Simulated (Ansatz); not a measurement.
**NbP (model structure, started from the CrB type, Cmcm, No. 63, 4 atoms in the cell)**

Method: PBEsol (plane waves, PAW; Ansatz, a program for electronic structure).

Settings: plane-wave cutoff 500 eV, 12×12×12 k mesh, Fermi–Dirac smearing 0.05 eV, no spin polarisation, scalar-relativistic PAW data made under PBE.

Cell (relaxed at this level):

```cif
data_Nb2P2
_chemical_formula_sum 'P2 Nb2'
_space_group_name_H-M_alt 'P 1'
_space_group_IT_number 1
_cell_length_a 4.69940
_cell_length_b 4.69940
_cell_length_c 4.27070
_cell_angle_alpha 90.000
_cell_angle_beta 90.000
_cell_angle_gamma 140.728
loop_
_space_group_symop_operation_xyz
  'x, y, z'
loop_
_atom_site_label
_atom_site_type_symbol
_atom_site_fract_x
_atom_site_fract_y
_atom_site_fract_z
_atom_site_occupancy
P1 P 0.59149 0.40851 0.25000 1
P2 P 0.40851 0.59149 0.75000 1
Nb1 Nb 0.87152 0.12848 0.25000 1
Nb2 Nb 0.12848 0.87152 0.75000 1
```

```
Quantity  Value
--------  -----
band gap   none
```

Note: the relaxation could raise the start's symmetry but not lower it, so the cell can be a saddle point.

Spin–orbit coupling is not included.

The result took very roughly 4 core-minutes.

A model structure was made by putting elements into a prototype or built by hand; it is no filed structure, need not be a known phase, and can be a saddle point held by its symmetry.
